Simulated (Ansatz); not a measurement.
The starting structures come from a database of crystals and need not be the phases stable at ambient conditions.

 Where the default PAW files enter, the runs use the earlier of Ansatz's two default sets.

Inside the gap of an insulator the Bloch states are evanescent, with a wavenumber k + iκ along the transport direction.

Given:

```
CELL_PARAMETERS angstrom
      6.21431     0.00000     0.00000
     -3.10716     5.38175     0.00000
      0.00000     0.00000     4.94415
ATOMIC_POSITIONS crystal
  Ti 0.00000 0.00000 0.00000
  Tl 0.66667 0.33333 0.29495
  Tl 0.33333 0.66667 0.70505
  F  0.85401 0.70801 0.78595
  F  0.14599 0.29199 0.21405
  F  0.29199 0.14599 0.78595
  F  0.70801 0.85401 0.21405
  F  0.85401 0.14599 0.78595
  F  0.14599 0.85401 0.21405
```

Space group of this cell: P-3m1. The cell was relaxed by PBE-D3(BJ); by r2SCAN its mean pressure is -3.7 GPa.

Transport runs along the normal of the first two printed cell vectors, the (001) plane of the conventional cell.

The gap is the functional's own, uncorrected, and κ follows it; spin-orbit coupling is left out. Mid-gap values are interpolated between the computed energies.

**Question.** Estimate the band gap and the smallest decay constant κ at mid-gap that Ansatz (a first-principles code) with r2SCAN returns for this system.

**Answer.** Gap 4.63 eV on a 6×6×6 mesh; κ = 0.571 1/Å, at (0.500, 0.000) of the in-plane reciprocal vectors. At the zone centre, at the nearest computed energy, the slowest state has κ = 0.66 1/Å.
